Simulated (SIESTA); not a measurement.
Worked example: self-consistent single point of Co₃Sn₂S₂ (R-3m, 7 atoms in the cell) in SIESTA.

Computed with LDA PW92, numerical atomic orbitals DZP, PseudoDojo LDA standard norm-conserving potentials (rewritten from UPF to PSML) (SIESTA).

```
Co3(SnS)2
1.0
    2.68118     1.54798     4.33916
   -2.68118     1.54798     4.33916
    0.00000    -3.09596     4.33916
Co Sn S
3 2 2
Direct
  0.50000   0.00000   0.00000
  0.00000   0.50000   0.00000
  0.00000   0.00000   0.50000
  0.50000   0.50000   0.50000
  0.00000   0.00000   0.00000
  0.71954   0.71954   0.71954
  0.28046   0.28046   0.28046
```
Moments meant for the start (each program seeds them in its own way; μB, in the order of the atoms Co Co Co Sn Sn S S): 3.0 3.0 3.0 0.0 0.0 0.0 0.0.

Reference input (self-consistent single point, DFT, LDA PW92, numerical atomic orbitals DZP, PseudoDojo LDA standard norm-conserving potentials (rewritten from UPF to PSML)): XC.functional = LDA; XC.authors = PW92; potentials = PseudoDojo LDA standard; PAO.BasisSize = DZP; PAO.EnergyShift = 0.01 Ry; MeshCutoff = 300 Ry; kgrid.MonkhorstPack = 4 4 4; OccupationFunction = FD; ElectronicTemperature = 1578.21 K; Spin = polarized; DM.InitSpin = [1 +3.00, 2 +3.00, 3 +3.00, 4 +0.00, 5 +0.00, 6 +0.00, 7 +0.00]; MaxSCFIterations = 150. This run's input differs from it in these lines:

```diff
@@ -34,5 +34,5 @@
 %block kgrid.MonkhorstPack
-    4   0   0  0.0
-    0   4   0  0.0
-    0   0   4  0.0
+    6   0   0  0.0
+    0   6   0  0.0
+    0   0   6  0.0
 %endblock kgrid.MonkhorstPack
```

Log, with long lists cut:

```
        iscf     Eharris(eV)        E_KS(eV)     FreeEng(eV)     dDmax    Ef(eV) dHmax(eV)
   scf:    1   -17234.434805   -17318.052363   -17318.430776  0.841093 -1.944674 23.416395
     spin moment: {S} , |S| = {        0.0        0.0    5.22627 }     5.22627
   scf:    2   -17361.859012   -17348.628866   -17349.013332  0.173724 -3.308057  6.107036
     spin moment: {S} , |S| = {        0.0        0.0    3.83077 }     3.83077
   scf:    3   -17351.089747   -17350.465930   -17350.835599  0.048640 -3.710300  3.130396
     spin moment: {S} , |S| = {        0.0        0.0    3.39822 }     3.39822
   [... lines left out ...]
     spin moment: {S} , |S| = {        0.0        0.0    0.00354 }     0.00354
   scf:   25   -17351.897808   -17351.897790   -17352.183000  0.000351 -3.910923  0.000661
     spin moment: {S} , |S| = {        0.0        0.0    0.00012 }     0.00012
   scf:   26   -17351.897780   -17351.897785   -17352.183000  0.000103 -3.910945  0.000326
     spin moment: {S} , |S| = {        0.0        0.0   -0.00065 }    -0.00065
   scf:   27   -17351.897786   -17351.897786   -17352.183000  0.000010 -3.910945  0.000215
     spin moment: {S} , |S| = {        0.0        0.0   -0.00068 }    -0.00068
SCF Convergence by DM+H criterion
max |DM_out - DM_in|         :     0.0000097354
max |H_out - H_in|      (eV) :     0.0002146871
SCF cycle converged after 27 iterations

Using DM_out to compute the final energy and forces

siesta: E_KS(eV) =           -17351.8978

siesta: E_KS - E_eggbox =    -17351.8978

siesta: Atomic forces (eV/Ang):
     1    0.000000    0.000000   -0.000000
     2   -0.000000    0.000000   -0.000000
     3   -0.000000   -0.000000   -0.000000
     4   -0.000000   -0.000000   -0.000000
     5    0.000000    0.000000    0.000000
     6    0.000001   -0.000002    0.065239
     7   -0.000001    0.000002   -0.065239
   Tot   -0.000000   -0.000000    0.000000
   Max    0.065239
   Res    0.020133    sqrt( Sum f_i^2 / 3N )
   Max    0.065239    constrained

   [... lines left out ...]
siesta: FreeEng =    -17352.183000
siesta: Cell volume =        108.055762 Ang**3
siesta:         -71.63995290        -73.48289602  kBar
   [... lines left out ...]
Atom #   charge [q] valence [e]      Sz [e]  Species
     1     0.402430   16.597570   -0.000230  Co
     2     0.402431   16.597569   -0.000230  Co
     3     0.402426   16.597574   -0.000229  Co
     4    -0.792572   14.792572    0.000049  Sn
     5    -0.797111   14.797111    0.000047  Sn
     6     0.191198    5.808802   -0.000042  S
     7     0.191198    5.808802   -0.000042  S
 Total     0.000000               -0.000679
```

The run converged in 27 iterations. Against the reference run the free energy falls by 1.1 meV/atom, the pressure stays at -7.16 GPa and the largest force goes from 0.072 to 0.065 eV/Å.

The starting cell comes from a database of computed structures (which also holds hypothetical and non-ambient phases and stackings), without a prior relaxation at this level. The starting moments vanished: the run ended non-magnetic, which need not be the lowest state. Values carry the incompleteness of an atom-centred basis. With a pressure of about -7 GPa the cell is away from its equilibrium volume at this level.

Cost on one core of a shared machine: roughly 3 min.
